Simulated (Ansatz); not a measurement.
## Ta, response to strain

Take Ta in the bcc (W type) structure (space group Im-3m, No. 229; a = 3.254 Å; relaxed with 0.1 eV smearing) as the base. Axes: x, y, z lie along the cube axes.

Strains are applied to the cell and any free atomic positions relax; under biaxial strain the out-of-plane vector relaxes too.

The values are results of Ansatz (a first-principles code) LDA, no spin-orbit coupling, not measurements.

Candidates:
(a) biaxial strain +3.00 %, plane normal [001], relaxed out of plane
(b) biaxial strain −1.50 %, plane normal [001], relaxed out of plane
(c) biaxial strain −2.50 %, plane normal [001], relaxed out of plane
(d) biaxial strain −1.00 %, plane normal [001], relaxed out of plane

Notes on the quantities. energy relative to the base: free energy F.

Task: Order them by energy relative to the base, lowest first.

Result: (d) biaxial strain −1.00 %, plane normal [001], relaxed out of plane (+3.0 meV/atom), (b) biaxial strain −1.50 %, plane normal [001], relaxed out of plane (+6.9 meV/atom), (c) biaxial strain −2.50 %, plane normal [001], relaxed out of plane (+20 meV/atom), (a) biaxial strain +3.00 %, plane normal [001], relaxed out of plane (+23 meV/atom)

No phonon test of stability was made. All final runs are without spin polarisation.
